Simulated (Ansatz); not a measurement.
**Hypothetical cubic perovskite CaSnSe3: pressure series**

Take CaSnSe3 in the cubic perovskite structure (space group Pm-3m, No. 221; a hypothetical phase, not in the database extracts checked) as the base.

CaSnSe₃ has the cubic space group Pm-3m (No. 221), the cubic perovskite structure, Pearson symbol cP5. Cell: a = b = c = 5.289 Å, α = β = γ = 90.00°. Ca on 1a is coordinated by 12 Se at 3.740 Å (cuboctahedral). Sn on 1b is coordinated by 6 Se at 2.645 Å (octahedral). Se on 3c is coordinated by 2 Sn at 2.645 Å and 4 Ca at 3.740 Å (octahedral). (Neighbours: up to the widest gap in distance over summed covalent radii, below 1.35, at either atom; cation-cation and far metal-metal contacts left out.)

Cell and atoms are relaxed at each pressure.

Level of theory: Kohn–Sham DFT with the PBE functional, run in Ansatz (an electronic-structure program) with PAW and 420 eV plane waves, without spin-orbit coupling.

```json
[
 {"pressure (GPa)": "-2", "volume per atom (Å³/atom)": "31.105"},
 {"pressure (GPa)": "-1", "volume per atom (Å³/atom)": "30.308"},
 {"pressure (GPa)": "0", "volume per atom (Å³/atom)": "29.591"},
 {"pressure (GPa)": "0.3", "volume per atom (Å³/atom)": "?"},
 {"pressure (GPa)": "1.5", "volume per atom (Å³/atom)": "28.691"},
 {"pressure (GPa)": "3", "volume per atom (Å³/atom)": "27.920"},
 {"pressure (GPa)": "5", "volume per atom (Å³/atom)": "27.045"},
 {"pressure (GPa)": "7.5", "volume per atom (Å³/atom)": "26.127"},
 {"pressure (GPa)": "10", "volume per atom (Å³/atom)": "25.347"}
]
```

Fit the third-order Birch–Murnaghan form P(V) = (3B₀/2)[(V₀/V)^(7/3) − (V₀/V)^(5/3)]·[1 + (3/4)(B₀′ − 4)((V₀/V)^(2/3) − 1)] (squares taken in P) to the rows shown and predict the withheld row.

Least squares on the printed values gives V₀ = 29.596 Å³/atom, B₀ = 45.0 GPa, B₀′ = 4.6; this predicts 29.402 Å³/atom, and the run gives 29.397 Å³/atom, 0.005 lower.

Load acts through the strain it causes; cell and atoms are relaxed under it. Whether these cells are dynamically stable was not tested. Competing high-pressure phases were not computed. The final runs are not spin-polarised. Many cubic perovskites are stable only at high temperature; tilts and polar distortions were not tested.
